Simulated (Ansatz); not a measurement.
Cs2SnI6 (model structure, started from the K2PtCl6 type, Fm-3m, No. 225, 9 atoms in the cell)

These are PBE in Ansatz (plane waves, PAW) values and carry that method's errors.

Run with plane-wave cutoff 500 eV, 6×6×6 k mesh, Fermi–Dirac smearing 0.05 eV, scalar-relativistic PAW data made under PBE.

Cell (relaxed at this level):

```
Cs2SnI6
1.0
    0.00000     6.01887     6.01887
    6.01887     0.00000     6.01887
    6.01887     6.01887     0.00000
Cs Sn I
2 1 6
Direct
  0.25000   0.25000   0.25000
  0.75000   0.75000   0.75000
  0.00000   0.00000   0.00000
  0.75818   0.24182   0.24182
  0.24182   0.75818   0.75818
  0.24182   0.75818   0.24182
  0.75818   0.24182   0.75818
  0.24182   0.24182   0.75818
  0.75818   0.75818   0.24182
```

| Property | Value |
|---|---|
| band gap | 0.25 eV (on the SCF k mesh) |

Spin–orbit coupling is not included; with these elements it can move the gap by several tenths of an eV or more.

Computed values are for the static lattice.

The result took about 4 core-minutes (a rough figure).

A model structure was made by putting elements into a prototype or built by hand; here it ended with the formula and space group of a phase in our tables.

Ansatz is an electronic-structure program.
